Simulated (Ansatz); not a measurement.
**Response to strain in BeSe**

Start from BeSe in the zinc blende structure (space group F-43m, No. 216; a = 5.129 Å). Axes: x, y, z lie along the cube axes.

Strains are applied to the cell and any free atomic positions relax; under biaxial strain the out-of-plane vector relaxes too.

Level of theory: Ansatz (a quantum-chemistry and plane-wave program), PBEsol, PAW, cutoff 420 eV, no spin-orbit coupling.

Candidates:
(a) isotropic strain −1.23 %
(b) biaxial strain −0.65 %, plane normal [001], relaxed out of plane
(c) biaxial strain −1.41 %, plane normal [001], relaxed out of plane
(d) uniaxial strain ε_xx = +1.34 %
(e) isotropic strain +1.28 %

For the base:

Smallest direct gap: 4.28 eV

Q: Order them by smallest direct gap, lowest first.

A: (e) isotropic strain +1.28 % (4.01 eV), (d) uniaxial strain ε_xx = +1.34 % (4.16 eV), (b) biaxial strain −0.65 %, plane normal [001], relaxed out of plane (4.32 eV), (c) biaxial strain −1.41 %, plane normal [001], relaxed out of plane (4.36 eV), (a) isotropic strain −1.23 % (4.56 eV)

Stability against distortions was not tested.
